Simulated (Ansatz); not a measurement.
# A constructed model of the (111) surface of fcc Ag, (√3x√3)R30°, one Ag adatom (bottom of the slab: a bare face, its two planes held)

Method: PBE (plane waves to 420 eV, PAW; Ansatz, a first-principles code).

Model: 19-atom slab, 14.5 Å thick at the start with caps and adatoms, 9x9x1 mesh, Fermi-Dirac 0.1 eV, dipole correction, 6 atoms held, the rest relaxed; start symmetry kept, larger cells not searched; no spin, no spin-orbit, no U. In PBE it lies 0.09 eV a 1x1 cell over the lowest computed structure of the same composition (one added row of Ag in 3).

* **work function of the top face**: 3.75 eV
* **energy released by relaxation**: 0.20 eV
* **cost**: about 7 core-minutes (a rough figure)
